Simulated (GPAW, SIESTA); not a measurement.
A SIESTA input for a self-consistent single point of LiAg₃ (P6_3/mmc, 8 atoms in the cell) (DFT, LDA PW92, numerical atomic orbitals DZP, PseudoDojo LDA standard norm-conserving potentials (rewritten from UPF to PSML)):

```
# files in the folder: Li.psml Ag.psml (PseudoDojo LDA standard)
SystemName  LiAg3
SystemLabel liag3

NumberOfAtoms                8
NumberOfSpecies              2
%block ChemicalSpeciesLabel
  1 3 Li
  2 47 Ag
%endblock ChemicalSpeciesLabel
LatticeConstant              1.0 Ang
%block LatticeVectors
     5.740890000    0.000000000    0.000000000
    -2.870445000    4.971757000    0.000000000
     0.000000000    0.000000000    4.658370000
%endblock LatticeVectors
AtomicCoordinatesFormat      Bohr
%block AtomicCoordinatesAndAtomicSpecies
    -0.000005424    6.263509191    6.602282615  1
     5.424360330    3.131749898    2.200760872  1
    -0.000000000    3.158122390    2.200760872  2
     5.424354906    6.237136698    6.602282615  2
     8.113695825    1.579061195    6.602282615  2
    -2.689340919    7.816197893    2.200760872  2
     2.689340919    7.816197893    2.200760872  2
     2.735013987    1.579061195    6.602282615  2
%endblock AtomicCoordinatesAndAtomicSpecies

XC.functional                LDA
XC.authors                   PW92
PAO.BasisSize                DZP
PAO.EnergyShift              0.01 Ry
PAO.Polarization.NonPerturbative true
MeshCutoff                   400 Ry
%block kgrid.MonkhorstPack
    5   0   0  0.0
    0   5   0  0.0
    0   0   5  0.0
%endblock kgrid.MonkhorstPack
OccupationFunction           FD
ElectronicTemperature        1578.21 K

MaxSCFIterations             150
SCF.Mixer.Method             Pulay
SCF.Mixer.Weight             0.1
SCF.Mixer.History            6
SCF.DM.Tolerance             1.0E-04
Diag.ParallelOverK           true
WriteForces                  true
Charge.Mulliken              end
```

Task: Give the GPAW input for the same structure, mesh, smearing and functional.

Result: This is the input that was run; spellings and numerical settings could be chosen otherwise.

```python
from ase import Atoms
from ase.units import GPa
from gpaw import GPAW

atoms = Atoms(['Li', 'Li', 'Ag', 'Ag', 'Ag', 'Ag', 'Ag', 'Ag'],
              cell=[[5.740890, 0.000000, 0.000000],
                    [-2.870445, 4.971757, 0.000000],
                    [0.000000, 0.000000, 4.658370]],
              scaled_positions=[[0.333333, 0.666667, 0.750000],
                                [0.666667, 0.333333, 0.250000],
                                [0.168070, 0.336140, 0.250000],
                                [0.831930, 0.663860, 0.750000],
                                [0.831930, 0.168070, 0.750000],
                                [0.168070, 0.831930, 0.250000],
                                [0.663860, 0.831930, 0.250000],
                                [0.336140, 0.168070, 0.750000]],
              pbc=True)

calc = GPAW(mode={'name': 'pw', 'ecut': 600},
            xc='LDA',
            kpts=(5, 5, 5),
            occupations={'name': 'fermi-dirac', 'width': 0.136},
            nbands=-14,
            symmetry={'symmorphic': False, 'tolerance': 0.0005},
            maxiter=120)

atoms.calc = calc

energy = atoms.get_potential_energy()
print('Energy (eV):', round(energy, 6))
forces = atoms.get_forces()
print('Forces (eV/Ang):')
print(forces.round(5))
stress = atoms.get_stress()
print('Stress (GPa, Voigt):', (stress / GPa).round(4))
```

Basis settings and potentials, where a program has them, do not carry over. This input uses DFT LDA (Perdew-Wang 92), plane waves, GPAW PAW datasets LDA (gpaw-data 1.0.1). LDA parametrisations can differ slightly between programs.

The starting cell comes from a database of computed structures (which also holds hypothetical and non-ambient phases and stackings), without a prior relaxation at this level.
